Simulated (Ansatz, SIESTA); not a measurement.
An Ansatz (an electronic-structure program) input for a self-consistent single point of PtSe2 (P-3m1, 3 atoms in the cell) (DFT, PBE with spin-orbit coupling, plane waves, default PAW files):

Ansatz 0.2 input:
```yaml
# PtSe2
crystal:
  lattice:
    - [1.818748, -3.150164, 0.000000]
    - [1.818748, 3.150164, 0.000000]
    - [0.000000, 0.000000, 4.954016]
  atoms:
    - { symbol: Pt, position_ang: [0.000000, 0.000000, 0.000000] }
    - { symbol: Se, position_ang: [1.818748, 1.050055, 1.263274] }
    - { symbol: Se, position_ang: [1.818748, -1.050055, 3.690742] }
kpoints:
  mp_grid: { grid: [8, 8, 5] }
hamiltonian:
  xc: pbe
  pseudopotentials: { kind: paw }
magnetization:
  noncollinear: true
  spin_orbit: true
scf:
  occupations: { method: fermi_dirac, width: 0.02 }
output:
  forces: true
  eigenvalues: true
  stress: true
```

Q: Give the SIESTA input for the same structure, mesh, smearing and functional.

A: This is the input that was run; spellings and numerical settings could be chosen otherwise.

```
# files in the folder: Pt.psml Se.psml (PseudoDojo PBE fully relativistic)
SystemName  PtSe2
SystemLabel siesta

NumberOfAtoms                3
NumberOfSpecies              2
%block ChemicalSpeciesLabel
  1 78 Pt
  2 34 Se
%endblock ChemicalSpeciesLabel
LatticeConstant              1.0 Ang
%block LatticeVectors
     1.818748000   -3.150164000    0.000000000
     1.818748000    3.150164000    0.000000000
     0.000000000    0.000000000    4.954016000
%endblock LatticeVectors
AtomicCoordinatesFormat      Ang
%block AtomicCoordinatesAndAtomicSpecies
     0.000000000    0.000000000    0.000000000  1
     1.818748000    1.050054688    1.263274080  2
     1.818748000   -1.050054688    3.690741920  2
%endblock AtomicCoordinatesAndAtomicSpecies

XC.functional                GGA
XC.authors                   PBE
PAO.BasisSize                TZP
PAO.EnergyShift              0.01 Ry
MeshCutoff                   400 Ry
%block kgrid.MonkhorstPack
    8   0   0  0.0
    0   8   0  0.0
    0   0   5  0.0
%endblock kgrid.MonkhorstPack
OccupationFunction           FD
ElectronicTemperature        0.02 eV
Spin                         spin-orbit
%block DM.InitSpin
  1 0.00 0.00 0.00
  2 0.00 0.00 0.00
  3 0.00 0.00 0.00
%endblock DM.InitSpin

MaxSCFIterations             150
SCF.Mixer.Method             Pulay
SCF.Mixer.Weight             0.25
SCF.Mixer.History            6
SCF.DM.Tolerance             1.0E-05
Diag.ParallelOverK           true
WriteForces                  true
```

Basis settings and potentials, where a program has them, do not carry over. This input uses DFT, GGA PBE with spin-orbit coupling, numerical atomic orbitals TZP, PseudoDojo PBE fully relativistic norm-conserving potentials (rewritten from UPF to PSML).

The starting cell has typed, rounded lattice constants, without a prior relaxation at this level. Its lattice was rescaled by a random factor within 2.5 % of one.
